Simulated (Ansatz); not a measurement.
Start from BP in the zinc blende structure (space group F-43m, No. 216; a = 4.536 Å). Axes: x, y, z lie along the cube axes.

Computed with r2SCAN (Ansatz, a quantum-chemistry and plane-wave program; PAW; 500 eV plane waves; no SOC), earlier PAW set.

Strains are applied to the cell and any free atomic positions relax; under biaxial strain the out-of-plane vector relaxes too.

One change was made to it. Results:

```json
[
 {"quantity": "band gap", "base": "1.41 eV", "after": "0.55 eV"},
 {"quantity": "valence-band top at Γ (three highest levels, from the VBM)", "base": "0.00, 0.00, 0.00 eV", "after": "0.00, -0.41, -0.63 eV"}
]
```

### Question
Which of these changes matches the shifts?
A. uniaxial strain ε_xx = +5.50 %
B. tensor shear ε_yz = −3.66 %
C. biaxial strain −0.43 %, plane normal [001], relaxed out of plane
D. biaxial strain +0.57 %, plane normal [001], relaxed out of plane
E. biaxial strain +1.02 %, plane normal [111], relaxed out of plane

### Answer
B, tensor shear ε_yz = −3.66 %. For comparison, the band gap in the other runs: biaxial strain −0.43 %, plane normal [001], relaxed out of plane gives 1.35 eV; biaxial strain +1.02 %, plane normal [111], relaxed out of plane gives 1.37 eV; uniaxial strain ε_xx = +5.50 % gives 1.07 eV; biaxial strain +0.57 %, plane normal [001], relaxed out of plane gives 1.30 eV.

Stability against distortions was not tested.
